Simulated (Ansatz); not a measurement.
Base system: SiC in the zinc blende structure (space group F-43m, No. 216).

```
SiC
1.0
    0.00000     2.17817     2.17817
    2.17817     0.00000     2.17817
    2.17817     2.17817     0.00000
Si C
1 1
Direct
  0.00000   0.00000   0.00000
  0.25000   0.25000   0.25000
```

Cartesian axes are those of the cell as printed.

Calculations: r2SCAN (Ansatz, a first-principles code; PAW; 500 eV plane waves; without spin-orbit coupling).

Before the change:

```
Property    Result
--------  --------
Pressure  0.00 GPa
Band gap   1.71 eV
```

It is then changed as follows: uniaxial strain ε_zz = +2.50 %, all other strain components held at zero; the atoms relax in the strained cell.

Task: How does this affect the pressure and band gap?

Result: The pressure (mean of the normal stresses, compression positive) goes from zero to -5.39 GPa; the band gap decreases by 0.118 eV (1.71 eV → 1.60 eV).

Whether these cells are dynamically stable was not tested.
